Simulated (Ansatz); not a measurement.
Base system: WSi2 (space group I4/mmm, No. 139; a = 3.229 Å, c = 7.870 Å; relaxed with 0.1 eV smearing). Axes: x, y, z lie along a, b, c of the conventional cell.

All numbers come from PBE (Ansatz, an electronic-structure program), no spin-orbit coupling.

It is then changed as follows: an isotropic linear strain of −2.00 %; the atoms relax in the strained cell.

### Question
Predict the stress tensor and what it implies for the stiffness.

### Answer
Stress of the strained cell less that of the base (GPa, compression positive):
```
   14.4     0.0     0.0
    0.0    14.4     0.0
    0.0     0.0    16.5
```

Then B = −ΔP/(ΔV/V₀) with ΔV/V₀ = -0.0588 gives secant stiffness values (nonlinear terms included at this strain): B (at held cell shape, above the free-shape value) ≈ 257 GPa.

As a check, the harmonic strain energy −½ V₀ Δσ:ε is 39 meV/atom; the computed energy rise is 36 meV/atom.

No phonon test of stability was made. The final runs are not spin-polarised.
